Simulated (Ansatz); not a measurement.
# OsC (model structure, F-43m, No. 216, 2 atoms in the cell): equilibrium lattice constant a by level of theory

No measured value is used here.

Task: Put these levels in order of the equilibrium lattice constant a that they give for OsC (model structure, F-43m, No. 216, 2 atoms in the cell), smallest first: LDA (Ansatz, a program for electronic structure), PBE (Ansatz), PBE-D3(BJ) (Ansatz), PBEsol (Ansatz).

Result: LDA (4.541 Å), PBEsol (4.565 Å), PBE-D3(BJ) (4.580 Å), PBE (4.604 Å)

Density-functional levels without +SOC have no spin–orbit coupling. Ansatz's density-functional and Hartree–Fock values are scalar-relativistic unless marked +SOC, with PAW data made under PBE.

A model structure was made by putting elements into a prototype or built by hand; it is no filed structure, need not be a known phase, and can be a saddle point held by its symmetry.
